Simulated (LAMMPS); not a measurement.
Quenches with several potentials: a melt of V (bcc), cooled from 3270 K to 300 K at 1e+13 K/s, at zero pressure.

Models:
- EAM-type VFe_mm.eam.fs: classical MD, pair style eam/fs, file VFe_mm.eam.fs (LAMMPS)
- MEAM MoCoNiVFeAlCr_2nn.meam: classical MD, pair style meam, file MoCoNiVFeAlCr_2nn.meam (LAMMPS); Wang, J., Kwon, H., Kim, H.S. et al. A neural network model for high entropy alloy design. npj Comput Mater 9, 60 (2023).
- MEAM library.meam-V: classical MD, pair style meam, file library.meam (library.meam-V) (LAMMPS); Baskes, Phys Rev B, 46, 2727-2742 (1992)

```json
[
 {"potential": "EAM-type VFe_mm.eam.fs", "state": "glass", "density": "5.96 g/cm³ (one sample)", "coordination number": "13.7 (counted to 3.62 Å)", "most common V-V-V angle": "at the 3° bin centred on 61.5°, after smoothing over three bins (mean of all 96°)", "energy above the crystal": "0.111 eV/atom", "rough cost (ms per atom and simulated ps)": "1 to 3"},
 {"potential": "MEAM MoCoNiVFeAlCr_2nn.meam", "state": "glass", "density": "5.93 g/cm³ (one sample)", "coordination number": "13.4 (counted to 3.58 Å)", "most common V-V-V angle": "at the 3° bin centred on 58.5°, after smoothing over three bins (mean of all 96°)", "energy above the crystal": "0.073 eV/atom", "rough cost (ms per atom and simulated ps)": "10 to 30"},
 {"potential": "MEAM library.meam-V", "state": "glass", "density": "5.40 g/cm³ (one sample)", "coordination number": "8.3 (counted to 3.10 Å)", "most common V-V-V angle": "at the 3° bin centred on 58.5°, after smoothing over three bins (mean of all 99°)", "energy above the crystal": "0.056 eV/atom", "rough cost (ms per atom and simulated ps)": "1 to 3"}
]
```

Costs are rough: whole-run CPU time with set-up and analysis, from shared machines, in bands a factor of about three wide.

Caution: the potential MEAM library.meam-V is a first-neighbour MEAM set with a 4 Å cutoff, used here without a parameter file and away from the static properties it was fitted to.
